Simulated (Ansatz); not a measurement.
For WGe (model structure, started from the CsCl type, Pm-3m, No. 221, 2 atoms in the cell), PBE (Ansatz, a first-principles code, plane waves, PAW) gives:

```
Property                       Value
---------------------  -------------
lattice parameter a          3.135 Å
enthalpy of formation  0.420 eV/atom
```

Q: What does r²SCAN in Ansatz (plane waves, PAW) give for the same quantities?

A: 
- lattice constant a: 3.112 Å (decreases by 0.7 %)
- formation enthalpy: 0.511 eV/atom (rises by 0.091 eV/atom)

Changes are worked out from the printed values.

Unless a cell is named, each level is at its own relaxed cell (PBE 15.40, r²SCAN 15.07 Å³/atom).

Levels without +SOC leave out spin–orbit coupling, which shifts energies and cells of such heavy elements.

Ansatz's density-functional and Hartree–Fock values are scalar-relativistic unless marked +SOC, with PAW data made under PBE.

A model structure was made by putting elements into a prototype or built by hand; it is no filed structure, need not be a known phase, and can be a saddle point held by its symmetry.
